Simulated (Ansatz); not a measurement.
# Effect of Rb → Ca on Rb

Take Rb in the bcc (W type) structure (space group Im-3m, No. 229; a = 5.7485 Å) as the base.

One thing is altered: Ca takes the place of Rb on all its sites, then cell and atoms are relaxed.

Method: Ansatz (a program for electronic structure) r2SCAN, no spin-orbit coupling. k-mesh 15×15×15 (Γ-centred); smearing 0.05 eV (Fermi–Dirac), for the changed cell.

The density goes up by 0.043 g/cm³ to 1.54 g/cm³ and the lattice parameter a shrinks by 1.324 Å (5.748 Å → 4.424 Å). The space group stays Im-3m (No. 229) and the band gap stays zero.

Final structure:

```yaml
crystal:
  lattice:
    - [-2.21217, 2.21217, 2.21217]
    - [2.21217, -2.21217, 2.21217]
    - [2.21217, 2.21217, -2.21217]
  atoms:
    - { symbol: Ca, position: [0.00000, 0.00000, 0.00000] }
```

No phonon test of stability was made. This is not the structure that Ca has at room temperature and ambient pressure.
